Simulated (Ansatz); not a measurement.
Start from Cu in the fcc (Cu type) structure (space group Fm-3m, No. 225; a = 3.564 Å).

The values are results of plane-wave PAW DFT at the PBEsol level (Ansatz, an electronic-structure program, 420 eV), no spin-orbit coupling, not measurements.

One change was made to it. Results:

```json
[
 {"quantity": "shortest interatomic distance", "base": "2.520 Å", "after": "2.887 Å"},
 {"quantity": "density", "base": "9.33 g/cm³", "after": "19.21 g/cm³"}
]
```

**Question.** What was done to the base?
(A) Cu → Ag
(B) Cu → Au
(C) Cu → Ni

**Answer.** B, Cu → Au. For comparison, the density in the other runs: Cu → Ni gives 9.39 g/cm³; Cu → Ag gives 10.75 g/cm³.

Other magnetic orders, which the real material may have, were not ruled out. Stability against distortions was not tested. Spin-polarised in the final run: Ni; the other runs are not.
